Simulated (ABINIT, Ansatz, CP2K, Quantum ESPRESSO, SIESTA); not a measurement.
**Code comparison for LiLaO3 (Pm-3m, 5 atoms in the cell)**

Self-consistent single point.

```
LiLaO3
1.0
    3.82263     0.00000     0.00000
    0.00000     3.82263     0.00000
    0.00000     0.00000     3.82263
Li La O
1 1 3
Cartesian
  1.91132   1.91132   1.91132
  0.00000   0.00000   0.00000
  1.91132   1.91132   0.00000
  0.00000   1.91132   1.91132
  1.91132   0.00000   1.91132
```

All programs got the same cell, k-point mesh and kind of occupations (in Ansatz's words: kpoints.mp_grid.grid = 6 6 6; scf.occupations.method = fermi_dirac; scf.occupations.width = 0.0073 Ry); potentials, basis and cutoffs are each program's usual ones.

```json
[
 {"code": "CP2K", "model": "PBEsol, GPW, DZVP-MOLOPT-SR-GTH basis, GTH-PBE potentials (GTH_POTENTIALS)", "pressure (GPa)": "-5.65", "k-points": "112", "cutoff": "grid 500 Ry"},
 {"code": "Quantum ESPRESSO", "model": "PBEsol, GBRV 1.5 ultrasoft (PBESOL) pseudopotentials", "pressure (GPa)": "-7.46", "k-points": "20", "cutoff": "40 Ry"},
 {"code": "SIESTA", "model": "GGA PBEsol, numerical atomic orbitals DZP, PseudoDojo PBEsol standard norm-conserving potentials (rewritten from UPF to PSML)", "pressure (GPa)": "-7.48", "k-points": "132", "cutoff": "grid 400 Ry"},
 {"code": "ABINIT", "model": "PBEsol, norm-conserving pseudopotentials (PseudoDojo nc-sr-04 PBEsol standard)", "pressure (GPa)": "-7.93", "k-points": "20", "cutoff": "55 Ha"},
 {"code": "Ansatz", "model": "PBEsol, PAW files made with PBE", "pressure (GPa)": "-8.21", "k-points": "20", "cutoff": "default"}
]
```

The spread over the programs that give each value: pressure within 2.56 GPa.

The starting cell comes from a database of computed structures (which also holds hypothetical and non-ambient phases and stackings), without a prior relaxation at this level. On Ansatz's run: In the base run, with a pressure of about -8 GPa the cell is away from its equilibrium volume at this level.

Q: Why do the programs differ, and what cannot be compared?

A: Differences of this kind can come from the potentials, where these differ, and from what each basis and cutoff leave unconverged. The zero of total energies and Fermi levels follows the potentials and each program's conventions, so they are not compared here. CP2K and SIESTA use small atom-centred bases, whose incompleteness enters pressures, forces and empty levels differently from a plane-wave cutoff. Ansatz's pressure is given at a fixed set of plane waves, as the other plane-wave codes print theirs; with its correction for the finite basis it is -7.76 GPa (the shift of 0.45 GPa shows how far the cutoff is from converged). Ansatz's smearing width was typed in Ry to four decimals, so it matches the others to a few per cent. The programs reduce the same mesh by symmetry to different extents, which changes the work and not the result. In the pressure, CP2K (by 2.28) lies more than 1 GPa from the median of the plane-wave programs.

Left out of this page: Elk and FLEUR (not drawn, or without a comparable value).

Ansatz is an electronic-structure program.

Keys are those of Ansatz 0.2.
